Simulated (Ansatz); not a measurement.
AlP under load (space group F-43m), PBE with spin-orbit coupling, rigid bands in Ansatz (a first-principles code). Condition of this run: hydrostatic pressure of -4.2 GPa (compression positive) (the target of the relaxation). Band gap 1.68 eV, N_c = 1.92e19 cm⁻³ and N_v = 5.71e19 cm⁻³ at 300 K, conductivity masses of 0.357 mₑ (electrons) and 0.719 mₑ (holes). Take k_BT = 0.02585 eV.

**Question.** What built-in voltage has an abrupt junction with N_A = 1e17 and N_D = 1e17 cm⁻³, all dopants ionised?

**Answer.** V_bi = E_g/e − (k_BT/e) ln(N_c N_v/(N_A N_D)) = 1.68 − 0.02585 × 11.60 = 1.38 V, for the computed gap.

**Question.** Find the intrinsic carrier density and the intrinsic Fermi level.

**Answer.** n_i = √(N_c N_v) exp(−E_g/2k_BT) = 3.31e19 × exp(−32.49) = 2.6e5 cm⁻³. The level lies (k_BT/2) ln(N_v/N_c) = 14 meV from mid-gap (positive towards the conduction band). Each 0.1 eV added to the gap lowers n_i by a factor of 6.9.

**Question.** What thermal injection velocity √(2k_BT/πm) limits a ballistic channel?

**Answer.** 9.00e6 cm/s for electrons and 6.35e6 cm/s for holes, a ratio of √(m_h/m_e) = 1.42, for dilute carriers.

Rigid bands with the computed gap; masses take one relaxation time for all states. Geometry: cell and atoms relaxed with PBEsol.
